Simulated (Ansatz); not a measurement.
Worked example: self-consistent single point of VSn₂ (Fddd, 12 atoms in the cell) in Ansatz (a quantum-chemistry and plane-wave program).

Computed with LDA (PW92), default PAW files made with PBE (plane waves; Ansatz).

```xyz
12
Lattice="0.0000 4.7074 9.3245 2.7560 0.0000 9.3245 2.7560 4.7074 0.0000" Properties=species:S:1:pos:R:3 pbc="T T T"
V      4.1340     7.0612    16.3695
V      4.1340     7.0612    11.6039
V      2.7560     4.7074     6.9417
V      2.7560     4.7074    11.7072
Sn     4.1340     8.6227    13.9867
Sn     4.1340     5.4996    13.9867
Sn     2.7560     3.1459     9.3245
Sn     2.7560     6.2690     9.3245
Sn     1.3780     2.3537     3.0927
Sn     1.3780     2.3537     6.2317
Sn     2.7560     4.7074     1.5695
Sn     2.7560     4.7074    17.0794
```

Reference input (self-consistent single point, DFT, LDA (PW92), plane waves, default PAW files made with PBE): basis.ecutwfc = 30.9 Ry; kpoints.mp_grid.grid = 6 6 6; hamiltonian.xc = lda; hamiltonian.pseudopotentials = {kind: paw} (the program's default PAW files); scf.occupations.method = cold; scf.occupations.width = 0.0073 Ry. This run's input differs from it in these lines:

```diff
@@ -30,3 +30,3 @@
     method: cold
-    width: 0.0073 Ry
+    width: 0.022 Ry
 output:
```

The program printed (abridged):

```
SCF iter   1: F=—  HF=-58479.227947 eV  |F-HF|=—  |Δ(HF+E_count)|=         —  Δρ=8.77e-3  dr2=1.22e-1  ethr=1.77e-3  ⟨swp⟩=5.7  Hψ=15692  notcnv=0
all-band conjugate gradients solve this SCF's bands
preconditioner: auto → Kerker (q_TF=auto, 2.557 Å⁻¹)
SCF iter   2: F=—  HF=-58479.200362 eV  |F-HF|=—  |Δ(HF+E_count)|=   2.76e-2  S|Δr|=    0.00e0  Δρ=4.28e-3  dr2=3.24e-2  ethr=7.42e-5  ⟨swp⟩=2.4  Hψ=8102  notcnv=0
   [... lines left out ...]
SCF iter   5: F=—  HF=-58479.192159 eV  |F-HF|=—  |Δ(HF+E_count)|=   4.94e-5  S|Δr|=    0.00e0  Δρ=7.45e-5  dr2=1.97e-5  ethr=7.44e-8  ⟨swp⟩=2.1  Hψ=6950  notcnv=0
SCF iter   6: F=—  HF=-58479.192299 eV  |F-HF|=—  |Δ(HF+E_count)|=   1.39e-4  S|Δr|=    0.00e0  Δρ=1.79e-5  dr2=1.01e-6  ethr=1.20e-8  ⟨swp⟩=2.5  Hψ=7158  notcnv=0
SCF iter   7: F=-58479.192298 eV  HF=-58479.192299 eV  |F-HF|=2.42e-8  |Δ(HF+E_count)|=   1.81e-7  S|Δr|=    0.00e0  Δρ=3.52e-6  dr2=4.48e-8  ethr=6.10e-11  ⟨swp⟩=10.7  Hψ=19681  notcnv=0
SCF 1 converged in 7 iterations: F = -58479.192298 eV  dr2 = 4.48e-8
Stability not checked (fill_not_monotonic)
Free energy (F): -58479.192298 eV
Internal energy: -58479.214753 eV  (E = F + TS)
E sigma→0 (E₀):  -58479.199783 eV
Entropy (-TS):   0.022455 eV (1.871 meV/atom)
Fermi energy:    13.427553 eV
--- Forces (eV/Å), atoms counted from 1 ---
  atom   1  V     -0.00000000     0.00000000    -0.01076069
  atom   2  V      0.00000000     0.00000000     0.01076069
  atom   3  V      0.00000000    -0.00000000     0.01076069
  atom   4  V      0.00000000    -0.00000000    -0.01076069
   [... lines left out ...]
  atom  12  Sn    -0.00000000     0.00000000    -0.09889619
--- Stress (GPa, compression-positive) ---
       -5.939962       0.000000      -0.000000
        0.000000      -5.008444       0.000000
       -0.000000       0.000000      -5.298802
  P = ⅓ Tr σ = -5.4157 GPa (-54.157 kbar)
  The stress holds the Pulay correction. Without it, at fixed plane waves, as pw.x and ABINIT print it: P = -5.4689 GPa
```

The run converged in 7 iterations. Against the reference run the free energy is nearly the same (within 1 meV/atom), the pressure hardly changes (-5.41 to -5.42 GPa) and the largest force goes from 0.059 to 0.099 eV/Å.

The starting cell comes from a database of computed structures (which also holds hypothetical and non-ambient phases and stackings), without a prior relaxation at this level. Spin polarisation is off. With a pressure of about -5 GPa the cell is away from its equilibrium volume at this level. Ansatz's pressure includes its estimate of the finite-basis (Pulay) stress.

Cost on one core of a shared machine: roughly 70 s.

Keys are those of Ansatz 0.2.
